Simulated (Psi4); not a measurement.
Psi4 1.11, PBE0/def2-tzvp: Cr(O)4 ([O]=[Cr-2](=[O])(=[O])=[O]), charge -2, multiplicity 1, 5 atoms. The geometry is a generated start, not checked to be a minimum at this level.

```yaml
task: energy
method: pbe0
basis: def2-tzvp
memory: 3 GB
maxiter: 100
keys_of_the_molecule_block: symmetry c1
scf_type: df (default)
e_convergence: 1e-06 (default)
d_convergence: 1e-06 (default)
dft_radial_points: 75 (default)
dft_spherical_points: 302 (default)
basis_functions: 169
grid_points: 109339
```

```xyz
5

Cr     0.0006     0.0002     0.0002
O      1.1452     0.6667    -0.9563
O      0.7178    -0.8357     1.2064
O     -0.9283    -1.0107    -0.8856
O     -0.9353     1.1795     0.6353
```

Charge -2 and multiplicity 1 are set for this test and not shown to be the ground state.

With the defaults (damping_percentage = 0, diis = true, scf_initial_accelerator = adiis, diis_start = 1, soscf = false, soscf_start_convergence = 0.01, guess = auto, which took SAD, level_shift = 0, level_shift_cutoff = 0.01, diis_max_vecs = 10) it converges in 10 SCF iterations. One run each on 2 threads, with these changes:
- damping_percentage = 20
- damping_percentage = 60
- diis_max_vecs = 6
- damping_percentage = 60, diis = false, scf_initial_accelerator = none
- guess = gwh
- soscf = true
- level_shift = 0.5, level_shift_cutoff = 0.001
- soscf = true, soscf_start_convergence = 0.1
- diis_start = 4

Task: Which runs fail or end elsewhere than the default run?

Result: No convergence: damping_percentage = 60; damping_percentage = 60, diis = false, scf_initial_accelerator = none (the run ends without SCF convergence in 100 iterations). The rest reach the solution of the defaults.

```csv
setting,SCF iterations,JK calls,end
"soscf = true, soscf_start_convergence = 0.1",7,28,same solution
soscf = true,8,29,same solution
the defaults,10,11,same solution
diis_max_vecs = 6,10,11,same solution
"level_shift = 0.5, level_shift_cutoff = 0.001",11,12,same solution
guess = gwh,19,19,same solution
diis_start = 4,20,21,same solution
damping_percentage = 20,25,26,same solution
damping_percentage = 60,100,101,no convergence
"damping_percentage = 60, diis = false, scf_initial_accelerator = none",100,101,no convergence
```

An SOSCF iteration holds several JK calls; a Hückel guess adds calls on atoms.
